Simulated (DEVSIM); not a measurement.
Structure: Schottky contact on n-type Si, at 350 K.

Layer 1 from the left is Si, thickness (μm) 6.20, Nd (cm⁻³) 1.7e17, τn (s) 3.6e-7, τp (s) 3.6e-7.

Left contact: Schottky, work function 4.99 eV, emission velocity 1.6e6 cm/s. Right contact: ohmic. Voltage is applied to the left contact. Recombination: SRH at mid-gap. Mobility is μmin + (μ − μmin)/(1 + (N/Nref)^α).

This is a model device: material constants are rounded textbook-type values typed into the input, and sizes, dopings and lifetimes were drawn at random. Values at 300 K; Nc and Nv go as T^1.5, mobilities as T to minus their exponent, the gap by Varshni's rule with the affinity fixed.

Si: gap (eV) 1.124, affinity (eV) 4.05, permittivity 11.7, Nc (cm⁻³) 2.86e19, Nv (cm⁻³) 3.1e19, μn (cm²/Vs) 1417, μp (cm²/Vs) 470, μn,min 52, μp,min 45, Nref,n 9.7e16, Nref,p 2.2e17, αn 0.68, αp 0.72, T exponent of μn 2.3, T exponent of μp 2.2, Varshni α (eV/K) 0.000473, Varshni β (K) 636.

Task: Estimate by hand the built-in potential, the peak field at zero bias, and compare with a numerical solution.

Result: 
- Built-in potential: barrier φB = 0.940 eV; Vbi = φB − kT/q ln(N_band/N) = 0.778 V; numerical 0.778 V.
- Peak field at zero bias: depletion approximation: W = √(2εVbi/(qN)) = 0.0770 μm with N = 1.70e17 cm⁻³; field = 2Vbi/W = 202000 V/cm; numerical 199000 V/cm (estimate above by 1.5 %).

Model (solved in DEVSIM): 1D drift-diffusion, Boltzmann statistics, complete ionisation; no tunnelling, impact ionisation, image-force lowering or self-heating. Metal contacts follow the ideal Schottky-Mott rule: no Fermi-level pinning, no interface dipoles.
